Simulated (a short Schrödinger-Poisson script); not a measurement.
# MOS inversion layer, Si3N4 on p-type Si(100)

System: MOS inversion layer, Si3N4 on p-type Si(100), at 300 K.

```tsv
layer	material	thickness (nm)	Na (cm⁻³)
1	Si3N4	1.7	-
2	Si	1800	5.7e16
```

Constants are typed, rounded textbook-type inputs, not results; the design itself was drawn at random and stands for no fabricated device. Si3N4: permittivity 7.5, conduction-band edge (eV) 1.95, gap (eV) 5.1, electron mass (mₑ) 0.5. Si: permittivity 11.7, conduction-band edge (eV) 0, gap (eV) 1.124, Nv at 300 K (cm⁻³) 3.1e19.

Channel valleys (confinement mass, in-plane density-of-states mass, number): Δ2 0.916, 0.19, 2; Δ4 0.19, 0.417, 4. At the gate the conduction-band edge of layer 1 lies 2.3 eV − eVg above the Fermi level of the channel; the field vanishes at the back. Gaps are held at their typed values at every temperature. Mesh 0.03 nm at interfaces.

Solved with a short Schrödinger-Poisson script written for these runs: 1D Poisson equation in equilibrium, electrons quantum, Hartree (BenDaniel-Duke, 12 states a valley, the channel's in-plane mass for all, wave functions free to enter the dielectric), parabolic valleys, classical holes, full ionisation, no traps, pinning or gate leakage.

| Vg (V) | electrons (cm⁻²) | C (μF/cm²) | Δ2 E0 (meV) | Δ2 E1 (meV) | Δ4 E0 (meV) | Δ4 E1 (meV) |
|---|---|---|---|---|---|---|
| 0 | 1.95e6 | 0.0898 | 412.4 | 439.7 | 433.7 | 479.1 |
| 0.05 | 1.21e7 | 0.0863 | 364.5 | 392.6 | 386.4 | 433.3 |
| 0.1 | 7.50e7 | 0.0835 | 316.6 | 345.5 | 339.0 | 387.2 |
| 0.15 | 4.69e8 | 0.0828 | 268.6 | 298.2 | 291.5 | 341.0 |
| 0.2 | 2.92e9 | 0.0942 | 220.6 | 251.0 | 244.1 | 294.7 |
| 0.25 | 1.77e10 | 0.172 | 173.4 | 204.6 | 197.5 | 249.4 |
| 0.3 | 9.11e10 | 0.490 | 130.0 | 162.6 | 155.1 | 208.6 |
| 0.35 | 3.14e11 | 1.04 | 96.2 | 131.4 | 123.2 | 179.2 |
| 0.4 | 7.08e11 | 1.51 | 72.6 | 111.8 | 102.4 | 161.6 |
| 0.45 | 1.23e12 | 1.82 | 55.6 | 99.3 | 88.6 | 151.1 |
| 0.5 | 1.83e12 | 2.04 | 42.5 | 90.8 | 78.7 | 144.4 |
| 0.55 | 2.49e12 | 2.20 | 31.8 | 84.6 | 71.1 | 139.8 |
| 0.6 | 3.19e12 | 2.32 | 22.8 | 80.0 | 65.0 | 136.5 |
| 0.65 | 3.93e12 | 2.42 | 15.0 | 76.3 | 59.9 | 134.0 |
| 0.7 | 4.70e12 | 2.50 | 8.0 | 73.4 | 55.6 | 132.1 |
| 0.75 | 5.49e12 | 2.56 | 1.7 | 70.9 | 51.7 | 130.6 |
| 0.8 | 6.30e12 | 2.62 | -4.1 | 68.9 | 48.3 | 129.4 |
| 0.85 | 7.12e12 | 2.67 | -9.5 | 67.1 | 45.1 | 128.3 |
| 0.9 | 7.96e12 | 2.71 | -14.6 | 65.6 | 42.2 | 127.5 |

Gate voltages with under 1e6 electrons/cm² are left out.

Subbands count from the Fermi level.
